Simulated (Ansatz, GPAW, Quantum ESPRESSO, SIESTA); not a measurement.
# One structure in several programs: Ni₃Pb₂Se₂ (R-3m, 7 atoms in the cell)

Self-consistent single point.

```xyz
7
Lattice="2.8563 1.6491 4.8435 -2.8563 1.6491 4.8435 0.0000 -3.2982 4.8435" Properties=species:S:1:pos:R:3 pbc="T T T"
Ni     0.0000    -1.6491     2.4217
Ni     1.4282     0.8246     2.4217
Ni    -1.4282     0.8246     2.4217
Pb     0.0000     0.0000     0.0000
Pb     0.0000     0.0000     7.2652
Se     0.0000     0.0000    10.5002
Se     0.0000     0.0000     4.0302
```

Shared settings, as Ansatz (a quantum-chemistry and plane-wave program) writes them: kpoints.mp_grid.grid = 2 2 2; scf.occupations.method = gaussian; scf.occupations.width = 0.1 eV. Potentials and cutoffs stand in the table.

```json
[
 {"code": "GPAW", "model": "PBEsol, GPAW PAW datasets PBEsol (made by gpaw-setup)", "pressure (GPa)": "-3.02", "largest force (eV/Å)": "0.298", "cutoff": "850 eV"},
 {"code": "Quantum ESPRESSO", "model": "PBEsol, PSlibrary PAW (PBE) pseudopotentials", "pressure (GPa)": "-3.39", "largest force (eV/Å)": "0.294", "cutoff": "55 Ry"},
 {"code": "Ansatz", "model": "PBEsol, PAW files made with PBE", "pressure (GPa)": "-3.26", "largest force (eV/Å)": "0.436", "cutoff": "default"},
 {"code": "SIESTA", "model": "GGA PBEsol, numerical atomic orbitals DZP, PseudoDojo PBEsol standard norm-conserving potentials (rewritten from UPF to PSML)", "pressure (GPa)": "-1.19", "largest force (eV/Å)": "0.474", "cutoff": "grid 400 Ry"}
]
```

On Ansatz's run: spin-orbit coupling is off. Spin polarisation is off, so a magnetic state, if there is one, cannot be reached.

The spread over the programs that give each value: pressure within 2.20 GPa; largest force within 0.180 eV/Å.

SIESTA uses small atom-centred bases, whose incompleteness enters pressures, forces and empty levels differently from a plane-wave cutoff. Ansatz's pressure is given at a fixed set of plane waves, as the other plane-wave codes print theirs; with its correction for the finite basis it is -3.22 GPa. In the pressure, SIESTA (by 2.07) lies more than 1 GPa from the median of the plane-wave programs. In the force vectors, Ansatz (by 0.138) and SIESTA (by 0.771) lie more than 0.08 eV/Å from the median of the plane-wave programs.

On the base mesh (4 4 4) the same programs gave: Ansatz pressure -4.84 GPa; Quantum ESPRESSO pressure -4.90 GPa; GPAW pressure -4.55 GPa; SIESTA pressure -2.69 GPa.

The values differ from the base mesh's, so the mesh still matters here: the table compares the programs at equal settings.

The starting cell comes from a database of computed structures (which also holds hypothetical and non-ambient phases and stackings), without a prior relaxation at this level.

Left out of this page: CP2K (on another mesh); Elk (not drawn, or without a comparable value); FLEUR (with a known weakness of the program).

Keys are those of Ansatz 0.2.
